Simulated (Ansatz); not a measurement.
## Effect of biaxial strain +2.08 %, plane normal [111], relaxed out of plane on AlN

The parent structure is AlN in the zinc blende structure (space group F-43m, No. 216; a = 4.342 Å). Axes: x, y, z lie along the cube axes.

Perturbation: tensile biaxial strain of 2.08 % in the plane normal to [111], as in epitaxy on a mismatched substrate; the out-of-plane cell vector and the atoms relax.

Method: LDA (Ansatz, a program for electronic structure; PAW; 420 eV plane waves; no spin-orbit coupling). k-mesh 13×13×13 (Γ-centred); smearing 0.05 eV (Fermi–Dirac).

```tsv
quantity	base	changed	shift
volume per atom	10.23 Å³	10.58 Å³	+0.35 Å³
space group	F-43m (No. 216)	R3m (No. 160)	–
shortest interatomic distance	1.880 Å	1.885 Å	+0.005 Å
energy relative to the base (free energy F)	0 meV/atom	+14 meV/atom	+14 meV/atom
pressure (mean of the normal stresses, compression positive)	0.00 GPa	-6.59 GPa	-6.59 GPa
band gap	3.25 eV	3.07 eV	-0.18 eV
gap character	–	indirect, Γ → F	–
smallest direct gap	4.39 eV	3.92 eV	-0.47 eV
valence-band top at Γ (three highest levels, from the VBM)	–	0.00, -0.22, -0.22 eV	–
valley order (the lowest conduction-band minima on the path, energy above the VBM, named in the base's zone)	X along ⟨100⟩ 3.25 eV; Γ 4.39 eV	X along [001] 3.07 eV; Γ 3.92 eV	–
out-of-plane strain	–	-0.76 %	–
ratio −ε⊥/ε∥	–	0.36	–
```

Stability against distortions was not tested. This is not the structure that AlN has at room temperature and ambient pressure. k-point labels follow each cell's own Brillouin zone.
